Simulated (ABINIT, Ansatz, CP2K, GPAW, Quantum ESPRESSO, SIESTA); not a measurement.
Code comparison for InPd (Pm-3m, 2 atoms in the cell)

Self-consistent single point.

```yaml
crystal:
  lattice:
    - [3.33110, 0.00000, 0.00000]
    - [0.00000, 3.33110, 0.00000]
    - [0.00000, 0.00000, 3.33110]
  atoms:
    - { symbol: In, position: [0.00000, 0.00000, 0.00000] }
    - { symbol: Pd, position: [0.50000, 0.50000, 0.50000] }
```

All programs got the same cell, k-point mesh and kind of occupations (in Ansatz's words: kpoints.mp_grid.grid = 10 10 10; scf.occupations.method = gaussian; scf.occupations.width = 0.02 Ry); potentials, basis and cutoffs are each program's usual ones.

```json
[
 {"code": "CP2K", "model": "PBE, GPW, TZVP-MOLOPT-SR-GTH basis, GTH-PBE potentials (GTH_POTENTIALS)", "pressure (GPa)": "-1.27", "k-points": "504", "cutoff": "grid 500 Ry"},
 {"code": "Ansatz", "model": "PBE, default PAW files", "pressure (GPa)": "-2.33", "k-points": "56", "cutoff": "30.9 Ry"},
 {"code": "GPAW", "model": "PBE, GPAW PAW datasets PBE (gpaw-data 1.0.1)", "pressure (GPa)": "-2.71", "k-points": "56", "cutoff": "550 eV"},
 {"code": "SIESTA", "model": "GGA PBE, numerical atomic orbitals DZP, PseudoDojo PBE standard norm-conserving potentials (rewritten from UPF to PSML)", "pressure (GPa)": "-2.13", "k-points": "560", "cutoff": "grid 300 Ry"},
 {"code": "Quantum ESPRESSO", "model": "PBE, SSSP 1.1.2 efficiency (PBE) pseudopotentials", "pressure (GPa)": "-2.38", "k-points": "56", "cutoff": "60 Ry"},
 {"code": "ABINIT", "model": "PBE, PAW (JTH v2.0 PBE PAW)", "pressure (GPa)": "-2.30", "k-points": "56", "cutoff": "653 eV"}
]
```

The spread over the programs that give each value: pressure within 1.44 GPa.

The starting cell comes from a database of computed structures (which also holds hypothetical and non-ambient phases and stackings), without a prior relaxation at this level. Its lattice was rescaled by a random factor within 2.5 % of one. On Ansatz's run: Spin polarisation is off.

Task: Why do the programs differ, and what cannot be compared?

Result: Differences of this kind can come from the potentials, where these differ, and from what each basis and cutoff leave unconverged. The valence holds different numbers of electrons (CP2K 31, Ansatz (a program for electronic structure) 31, GPAW 29, SIESTA 31, Quantum ESPRESSO 31, ABINIT 31). The zero of total energies and Fermi levels follows the potentials and each program's conventions, so they are not compared here. CP2K and SIESTA use small atom-centred bases, whose incompleteness enters pressures, forces and empty levels differently from a plane-wave cutoff. Ansatz's pressure is given at a fixed set of plane waves, as the other plane-wave codes print theirs; with its correction for the finite basis it is -2.26 GPa. Ansatz's smearing width was typed in Ry to four decimals, so it matches the others to a few per cent. The programs reduce the same mesh by symmetry to different extents, which changes the work and not the result. In the pressure, CP2K (by 1.08) lies more than 1 GPa from the median of the plane-wave programs.

Left out of this page: Elk and FLEUR (not drawn, or without a comparable value).

Keys are those of Ansatz 0.2.
